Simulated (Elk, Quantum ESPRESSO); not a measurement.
Equation of state of wurtzite MgTe (space group 186): energy against volume (Elk, PBE)

```xyz
4
Lattice="4.4691 0.0000 0.0000 -2.2345 3.8704 0.0000 0.0000 0.0000 7.2586" Properties=species:S:1:pos:R:3 pbc="T T T"
Mg     0.0000     2.5802     0.0000
Mg     2.2346     1.2901     3.6293
Te     0.0000     2.5802     2.7292
Te     2.2346     1.2901     6.3585
```

Method of the run: PBE, all-electron FP-LAPW, Elk's shipped species files, default APW+lo basis run with Elk. Settings: xctype = 20; rgkmax = 7.98; swidth = 0.000367493 Ha; ngridk = 8 8 5; maxscl = 100; sphere radii = {Mg: 2.2, Te: 2.6} bohr. The cell above is the first row's. The rows scale it uniformly. In all rows fractional positions and the k mesh are held. E is the free energy at the stated smearing, counted from the lowest row.

| V (Å^3/atom) | E (meV/atom) |
|---|---|
| 31.388 | ? |
| 32.070 | 23.66 |
| 32.753 | 12.40 |
| 33.435 | 4.97 |
| 34.117 | 0.93 |
| 34.800 | 0.00 |
| 35.482 | 1.70 |
| 36.164 | 6.06 |
| 36.847 | 12.41 |

Task: Using the third-order Birch-Murnaghan form, a cubic in V^(-2/3), estimate the missing E at V = 31.388 from the other rows, showing the fit.

Result: With u = V^(-2/3) - 0.0945, the rows have u = 0.0045681, 0.0031861, 0.0018531, 0.0005647, -0.0006832, -0.0018893, -0.0030573, -0.0041908. Least squares gives E = 0.152 + 878.2·u + 921116·u² + 2930842·u³. Residuals (row less fit): -0.005, 0.005, 0.009, -0.012, 0.019, -0.061, 0.067, -0.023; standard error 0.048 (degrees of freedom: 4). Its minimum lies at u = -0.0004778, so V0 = (0.0940222)^(-3/2) = 34.69. There d²E/du² = 1834000 and d³E/du³ = 1.759e7, so B0 = (4/9) × 34.69^(-7/3) × 1834000 × 0.160218 = 33.3 GPa (the last factor turns the table's units into GPa), and B0' = 4 + (2/3) × 0.0940222 × (1.759e7)/1834000 = 4.6. At the withheld row, u = 0.0059980, so E = 0.152 + 878.2 × 0.0059980 + 921116 × 0.0059980² + 2930842 × 0.0059980³ = 39.190 meV/atom. The calculation gives 38.93 meV/atom, 0.260 meV/atom below the prediction (0.7 % of the range of E in the table). The row lies outside the fitted rows, so this is an extrapolation. From the scatter of the fitted rows alone, a prediction at this place has a standard error of 0.143 meV/atom, so the miss is 1.8 times that.

Carrying the step between the two nearest rows on in a straight line would have given 34.90, off by 4.03; series whose last step already gives the withheld value aren't shown. The scan was laid around a cell of about the measured size, scaled by a guess for this functional; axis ratios and inner coordinates come from that cell. This is one of several polymorphs. The runs keep the symmetry of the cell, so they don't test it for distortions. A plane-wave scan with the same functional (Quantum ESPRESSO, GBRV) gives V0 = 34.49 Å^3/atom and B0 = 33.9 GPa; a Birch-Murnaghan fit to all rows here lies 0.6 % from it in V0 and -2 % in B0; the two differ in basis, and may differ in potentials and mesh. Values depend on the basis (sphere radii, cutoffs, local orbitals), which need not be converged. Spin-orbit coupling is off. The shape of the cell and the inner coordinates aren't relaxed, so V0 and B0 belong to this uniform scaling; a relaxed crystal lies no higher in energy and is usually softer. Sphere radii are the same in all rows. Cutoffs and mesh are single choices, not tested for convergence of this quantity. Series with a scatter that would blur these digits, or in which a gap closes, are not shown. Nor are scans whose minimum lies at an end fitted in this form.
